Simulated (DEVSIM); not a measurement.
Device: TaN/AlN/p-GaSb capacitor, at 500 K.

Layer 1 from the left is AlN, thickness (nm) 4.80. Layer 2 from the left is GaSb, thickness (nm) 360, Na (cm⁻³) 2.8e18.

Metal gate on the left, work function 4.4 eV. Fixed charge at the semiconductor interface -1.5e11 cm⁻² (in units of +e); no interface traps.

The device is made up for the run: typed textbook-type constants, with dimensions and the other settings drawn at random. Values at 300 K; Nc and Nv go as T^1.5, mobilities as T to minus their exponent, the gap by Varshni's rule with the affinity fixed.

AlN: gap (eV) 6.1, affinity (eV) 1.9, permittivity 8.5. GaSb: gap (eV) 0.726, affinity (eV) 4.06, permittivity 15.7, Nc (cm⁻³) 2.1e17, Nv (cm⁻³) 1.8e19, Varshni α (eV/K) 0.00042, Varshni β (K) 140.

Model (solved in DEVSIM): 1D Poisson equation in equilibrium, Boltzmann statistics, complete ionisation; no quantum confinement or tunnelling. Metal contacts follow the ideal Schottky-Mott rule: no Fermi-level pinning, no interface dipoles.

Problem. What does the simulation give for the minimum of the low-frequency capacitance?

Solution. minimum of the low-frequency capacitance 0.565 μF/cm².
